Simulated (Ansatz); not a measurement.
**Si: pressure series**

Consider Si in the diamond structure (space group Fd-3m, No. 227).

```
CELL_PARAMETERS angstrom
      0.00000     2.72203     2.72203
      2.72203     0.00000     2.72203
      2.72203     2.72203     0.00000
ATOMIC_POSITIONS crystal
  Si 0.50000 0.50000 0.50000
  Si 0.75000 0.75000 0.75000
```

Cell and atoms are relaxed at each pressure.

Computed with plane-wave PAW DFT at the r2SCAN level (Ansatz, a quantum-chemistry and plane-wave program, 500 eV), no spin-orbit coupling, earlier PAW set.

For the base:

The band gap is 0.78 eV.

Question: The aim is a band gap between 0.47 eV and 0.53 eV. Which of these changes reaches it?
A. pressure 60 GPa
B. pressure 9 GPa
C. pressure 4.2 GPa
D. pressure 18 GPa

Answer: D, pressure 18 GPa. It gives 0.49 eV; pressure 4.2 GPa gives 0.70 eV; pressure 9 GPa gives 0.63 eV; pressure 60 GPa gives zero. Changes not listed may reach it too

Load acts through the strain it causes; cell and atoms are relaxed under it. Whether these cells are dynamically stable was not tested. Measured, Si leaves this structure (for the β-tin structure) near 12 GPa (room temperature; as listed in arXiv:1906.07825). The zero or small gap of Si under pressure 60 GPa can change with the level of theory.
